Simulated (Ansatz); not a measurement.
# Element substitutions in Hf

Consider Hf in the hcp (Mg type) structure (space group P6_3/mmc, No. 194; a = 3.1591 Å, c = 4.9999 Å).

Each row replaces one element on all its sites; cell and atoms are relaxed.

Levels (all Ansatz, a program for electronic structure, PAW): PBEsol (420 eV, spin-orbit coupling left out); r2SCAN (500 eV, scalar-relativistic without spin-orbit coupling).

Pressures by level, all at the geometries relaxed with PBEsol:

```tsv
case	PBEsol	r2SCAN
base	0.0 GPa	4.0 GPa
Hf → Zr	0.0 GPa	4.6 GPa
Hf → Lu	0.0 GPa	2.7 GPa
Hf → Sc	0.0 GPa	3.1 GPa
```

Single points use the geometry relaxed with PBEsol. Their cutoffs differ, which shifts pressures a little. Whether these cells are dynamically stable was not tested. The final runs are not spin-polarised.
